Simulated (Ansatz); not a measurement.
Base system: SiO₂ (space group P3_121, No. 152; a = 5.022 Å, c = 5.510 Å).

(Cell as relaxed with PBE.)

Levels (all Ansatz, a first-principles code, PAW): PBE (420 eV, without spin-orbit coupling); r2SCAN (500 eV, no spin-orbit coupling).

Each level relaxes its own structure.

```csv
base,PBE,r2SCAN
volume per atom,13.37 Å³,12.62 Å³
lattice parameter a,5.022 Å,4.921 Å
band gap,5.68 eV,6.60 eV
```

Modification: every Si is replaced by Al; the structure is relaxed again.

| quantity | PBE | r2SCAN |
|---|---|---|
| volume per atom | 17.90 Å³ | ? |
| largest site moment | 0.41 μB | ? |
| space group | P6_422 (No. 181) | ? |

Question: Given the PBE results, estimate those of r2SCAN.

Answer: 
- volume per atom, r2SCAN: 16.87 Å³
- largest site moment, r2SCAN: 0.43 μB
- space group, r2SCAN: P6_422 (No. 181)

PBE's volume per atom lies 1.022 Å³ above r2SCAN's (6.1 %); the two agree on the space group. The two levels end in clearly different cell shapes (a soft spacing or a collapse), which may drive these differences. Neither level is exact; r2SCAN is the comparison here, not a measurement.

The magnetic state is the one reached from the starting moments; the real material's order can differ, and small cells can't hold many antiferromagnetic ones. Stability against distortions was not tested. As relaxed here, AlO2 is a hypothetical phase, not in the database extracts checked.
